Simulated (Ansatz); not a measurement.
System: MoSi2 (P6₂22, No. 180, 9 atoms in the cell; start mp-8938; a measured phase of this formula has another space group). Method: r²SCAN+SOC in Ansatz (PAW).

Numerical settings: plane-wave cutoff 560 eV, 18×18×8 k mesh (along the axes of the cell as run), Fermi–Dirac smearing 0.05 eV, PAW data made under PBE.

Cell (relaxed with PBEsol):

```
MoSi2
1.0
    4.57443     0.00000     0.00000
   -2.28722     3.96158     0.00000
    0.00000     0.00000     6.56643
Si Mo
6 3
Direct
  0.16417   0.83583   0.83333
  0.32833   0.16417   0.16667
  0.16417   0.32833   0.50000
  0.83583   0.16417   0.83333
  0.67167   0.83583   0.16667
  0.83583   0.67167   0.50000
  0.50000   0.00000   0.50000
  0.50000   0.50000   0.83333
  0.00000   0.50000   0.16667
```

Problem. Estimate the band gap and Γ–Γ gap that the calculation returns.

Solution. 
- band gap: 0.15 eV (under three smearing widths, so not firm)
- Γ–Γ gap: 3.12 eV

Note: cell and atoms aren't relaxed at this level (largest force component 0.04 eV/Å, pressure 1.3 GPa).

The result took about 19 core-minutes (a rough figure).

A start named mp-… is a Materials Project structure, which need not be a measured phase.

Ansatz is an electronic-structure program.
